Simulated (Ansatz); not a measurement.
The reference is ZrS$_{2}$ in the CdI2 type structure (space group P-3m1, No. 164; a = 3.635 Å, c = 5.720 Å; layered, stacked along the Cartesian z axis).

(Cell as relaxed with PBE-D3(BJ).)

Levels (all Ansatz, a program for electronic structure, PAW): PBE-D3(BJ) (420 eV, no SOC); r2SCAN+rVV10 (500 eV, no spin-orbit coupling).

Each level relaxes its own structure.

```tsv
base	PBE-D3(BJ)	r2SCAN+rVV10
volume per atom	21.81 Å³	22.84 Å³
lattice parameter a	3.635 Å	3.674 Å
band gap	0.66 eV	1.17 eV
```

Perturbation: the cell is scaled by 0.9808 in all directions; the atoms relax in the strained cell.

```tsv
quantity	PBE-D3(BJ)	r2SCAN+rVV10
energy relative to the base (free energy F)	+11 meV/atom	___
band gap	0.37 eV	___
shift of the gap caused by the change	-0.29 eV	___
```

Question: What does r2SCAN+rVV10 give?

Answer: 
- energy relative to the base (free energy F), r2SCAN+rVV10: +12 meV/atom
- band gap, r2SCAN+rVV10: 0.92 eV
- shift of the gap caused by the change, r2SCAN+rVV10: -0.25 eV

PBE-D3(BJ)'s energy relative to the base lies 0.7 meV/atom below r2SCAN+rVV10's; PBE-D3(BJ)'s band gap lies 0.55 eV below r2SCAN+rVV10's; PBE-D3(BJ)'s shift of the gap caused by the change lies 0.04 eV below r2SCAN+rVV10's. Neither level is exact; r2SCAN+rVV10 is the comparison here, not a measurement.

Stability against distortions was not tested.
